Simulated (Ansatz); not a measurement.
We consider CsCl-type AuZn (cubic form, which distorts at low temperature), described by HSE06 (PAW; Ansatz, an electronic-structure program).

Settings: plane-wave cutoff 460 eV, 8×8×8 k mesh, Fermi–Dirac smearing 0.05 eV, scalar-relativistic PAW data made under PBE.

Energies at three volumes about the minimum:

```csv
V (Å³/atom),E − E_lowest (meV/atom)
15.528,3.99
15.883,0.00
16.324,3.58
```

Task: Fit a parabola by hand: where is the minimum, what lattice constant follows, and what is the bulk modulus?

Result: Slopes: (0.00 − 3.99)/(15.883 − 15.528) = -11.239 and (3.58 − 0.00)/(16.324 − 15.883) = 8.118 meV/Å³. Curvature E″ = 2 × (8.118 − (-11.239))/(16.324 − 15.528) = 48.636 meV/Å⁶. From the middle of the first interval, the slope vanishes at V0 = 15.7055 − (-11.239)/48.636 = 15.937 Å³/atom. B = V0 E″ = 15.937 × 48.636 meV/Å³ × 0.1602 GPa per meV/Å³ = 124 GPa. With 2 atoms in the cube, a = (2 × 15.937)^(1/3) = 3.171 Å. The full Birch–Murnaghan fit to all volumes gives V0 = 15.926 Å³/atom and B0 = 123 GPa.

Measured, for comparison: bulk modulus 131 GPa (temperature not stated, not corrected to a static lattice; as tabulated in Nepal et al. (2020), arXiv:2007.11150). Computed less measured: bulk modulus -6 %.

Note: symmetry holds this phase in the static calculation, where it need not be a minimum.
